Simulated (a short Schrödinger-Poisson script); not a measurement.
Structure: MOS inversion layer, Si3N4 on p-type Si(100), at 300 K.

From the gate side: 3.3 nm Si3N4; 1900 nm Si, acceptors 5.2e16 cm⁻³.

Constants are typed, rounded textbook-type inputs, not results; the design itself was drawn at random and stands for no fabricated device. Si3N4: permittivity 7.5, conduction-band edge (eV) 1.95, gap (eV) 5.1, electron mass (mₑ) 0.5. Si: permittivity 11.7, conduction-band edge (eV) 0, gap (eV) 1.124, Nv at 300 K (cm⁻³) 3.1e19.

Channel valleys (confinement mass, in-plane density-of-states mass, number): Δ2 0.916, 0.19, 2; Δ4 0.19, 0.417, 4. At the gate the conduction-band edge of layer 1 lies 1.99 eV − eVg above the Fermi level of the channel; the field vanishes at the back. Gaps are held at their typed values at every temperature. Mesh 0.03 nm at interfaces.

From a short Schrödinger-Poisson script (our own, NumPy): 1D Poisson equation in equilibrium, electrons quantum, Hartree (BenDaniel-Duke, 12 states a valley, the channel's in-plane mass for all, wave functions ending at the dielectric), parabolic valleys, classical holes, full ionisation, no traps, pinning or gate leakage.

| Vg (V) | electrons (cm⁻²) | C (μF/cm²) | Δ2 E0 (meV from the Fermi level) | Δ4 E0 (meV from the Fermi level) |
|---|---|---|---|---|
| -0.1 | 1.54e9 | 0.0821 | 235.7 | 262.6 |
| -0.05 | 9.10e9 | 0.120 | 189.2 | 216.7 |
| 0 | 4.72e10 | 0.286 | 145.7 | 174.3 |
| 0.05 | 1.71e11 | 0.613 | 110.9 | 141.3 |
| 0.1 | 4.00e11 | 0.895 | 86.7 | 119.8 |
| 0.15 | 7.04e11 | 1.08 | 69.6 | 105.9 |
| 0.2 | 1.06e12 | 1.19 | 56.7 | 96.3 |
| 0.25 | 1.44e12 | 1.27 | 46.3 | 89.1 |
| 0.3 | 1.85e12 | 1.34 | 37.7 | 83.6 |
| 0.35 | 2.27e12 | 1.38 | 30.2 | 79.2 |
| 0.4 | 2.71e12 | 1.42 | 23.6 | 75.5 |
| 0.45 | 3.15e12 | 1.45 | 17.7 | 72.4 |
| 0.5 | 3.61e12 | 1.48 | 12.3 | 69.7 |
| 0.55 | 4.07e12 | 1.50 | 7.3 | 67.3 |
| 0.6 | 4.54e12 | 1.52 | 2.7 | 65.2 |
| 0.65 | 5.02e12 | 1.53 | -1.7 | 63.3 |
| 0.7 | 5.50e12 | 1.55 | -5.8 | 61.5 |
| 0.75 | 5.98e12 | 1.56 | -9.7 | 59.9 |
| 0.8 | 6.47e12 | 1.57 | -13.5 | 58.4 |

Gate voltages with under 1e9 electrons/cm² are left out.

Q: At Vg = 0.8 V the lowest Δ2 subband lies at -13.5 meV from the Fermi level. How many electrons does it hold, and what share of all?

A: The two-dimensional density of states is g m/(πħ²) = 1.59e11 cm⁻² meV⁻¹ (both spins), kT = 25.9 meV, so n = D kT ln(1 + exp(−E/kT)) = 4.05e12 cm⁻², 0.63 of the 6.47e12 cm⁻² in all.

Q: Compare the slope of the sheet density between 0.7 and 0.8 V with the geometric capacitance of the layers between gate and channel.

A: q Δn/ΔV = 1.55 μF/cm²; ε0/Σ(t/ε) = 2.01 μF/cm². The ratio is 0.77: the channel acts as a further capacitance in series.
